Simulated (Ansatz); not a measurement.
Start from Ga2O3 in the corundum structure (space group R-3c, No. 167).

```
Ga2O3
1.0
    2.47497     1.42892     4.43525
   -2.47497     1.42892     4.43525
    0.00000    -2.85785     4.43525
Ga O
4 6
Direct
  0.64424   0.64424   0.64424
  0.14424   0.14424   0.14424
  0.35576   0.35576   0.35576
  0.85576   0.85576   0.85576
  0.75000   0.44721   0.05279
  0.05279   0.75000   0.44721
  0.25000   0.55279   0.94721
  0.55279   0.94721   0.25000
  0.94721   0.25000   0.55279
  0.44721   0.05279   0.75000
```

Cartesian axes are those of the cell as printed.

All numbers come from Kohn–Sham DFT with the LDA functional, run in Ansatz (a quantum-chemistry and plane-wave program) with PAW and 420 eV plane waves, no SOC.

Strains are applied to the cell and any free atomic positions relax; under biaxial strain the out-of-plane vector relaxes too.

One change was made to it. Results:

The energy increases by 1.6 meV/atom; the band gap drops by 0.13 eV, from 3.04 eV to 2.91 eV; the width of the top valence band stays essentially unchanged (0.47 eV against 0.49 eV).

**Question.** Name the change that was made.
A) biaxial strain +1.50 %, plane normal [001], relaxed out of plane
B) biaxial strain +3.00 %, plane normal [001], relaxed out of plane
C) biaxial strain +2.25 %, plane normal [001], relaxed out of plane
D) biaxial strain +0.75 %, plane normal [001], relaxed out of plane

**Answer.** D, biaxial strain +0.75 %, plane normal [001], relaxed out of plane. For comparison, the band gap in the other runs: biaxial strain +2.25 %, plane normal [001], relaxed out of plane gives 2.61 eV; biaxial strain +1.50 %, plane normal [001], relaxed out of plane gives 2.77 eV; biaxial strain +3.00 %, plane normal [001], relaxed out of plane gives 2.45 eV.

Stability against distortions was not tested.
